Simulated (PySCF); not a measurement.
PySCF 2.14.0, MP2 (frozen core)/cc-pvdz: [SiH3]/C=C/O[Si@@H]([SiH3])Cl, 16 atoms. The geometry is a generated start, not checked to be a minimum at this level.

| Property | Value |
|---|---|
| task | mp2 |
| basis | cc-pvdz |
| two-electron scheme | exact four-centre integrals |
| frozen core | true |
| mf.init_guess | minao (default) |
| mf.DIIS | CDIIS (default) |
| mf.diis_space | 8 (default) |
| mf.conv_tol | 1e-09 (default) |
| basis functions (reference run) | 159 |

On 4 threads, 1 BLAS thread. Build: conda-forge: OpenMP (GNU), OpenBLAS with its own threads, libcint, Libxc. Single runs; times are not shown.

Values of mol.max_memory tried: 8000 MB, 4000 MB, 2000 MB, 1000 MB, 500 MB, 300 MB, 200 MB.

What happens as the memory setting falls?

It runs down to 200 MB, the lowest tried, with the same result. At 8000 MB: SCF integrals in memory, transformation in memory. From 1000 MB down: SCF integrals in memory, transformation through a file. From 500 MB down: direct SCF, transformation through a file.

```
mol.max_memory                                                    path  peak memory
--------------  ------------------------------------------------------  -----------
8000 MB              SCF integrals in memory, transformation in memory     0.99 GiB
4000 MB              SCF integrals in memory, transformation in memory     0.99 GiB
2000 MB              SCF integrals in memory, transformation in memory     0.99 GiB
1000 MB         SCF integrals in memory, transformation through a file      1.3 GiB
500 MB                       direct SCF, transformation through a file     0.73 GiB
300 MB                       direct SCF, transformation through a file     0.72 GiB
200 MB                       direct SCF, transformation through a file     0.72 GiB
```

Peak memory is the kernel's count for the largest process, libraries included and scratch files not. The peak passes the setting at 1000 MB, 500 MB, 300 MB, 200 MB: it is no hard cap. MP2's transformation through a file may take 2000 MB even at lower settings.
